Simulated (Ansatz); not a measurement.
## Effect of isotropic strain −2.00 % on Al

The reference is Al in the fcc (Cu type) structure (space group Fm-3m, No. 225; a = 4.041 Å; relaxed with 0.1 eV smearing).

The change: the cell is scaled by 0.9800 in all directions; the atoms relax in the strained cell.

Level of theory: PBE in Ansatz (plane waves to 420 eV, PAW, without spin-orbit coupling). Settings: 28×28×28 k-points, 0.1 eV Fermi–Dirac smearing.

```json
[
 {"quantity": "volume per atom", "base": "16.50 Å³", "changed": "15.53 Å³", "shift": "-0.97 Å³"},
 {"quantity": "space group", "base": "Fm-3m (No. 225)", "changed": "Fm-3m (No. 225)", "shift": "–"},
 {"quantity": "energy relative to the base (free energy F)", "base": "0 meV/atom", "changed": "+15 meV/atom", "shift": "+15 meV/atom"},
 {"quantity": "band gap", "base": "zero", "changed": "zero", "shift": "–"}
]
```

Cost of the whole job for the changed cell (relaxation, final SCF and bands): about 7 core-seconds (a rough figure).

Stability against distortions was not tested.

Ansatz is a program for electronic structure.
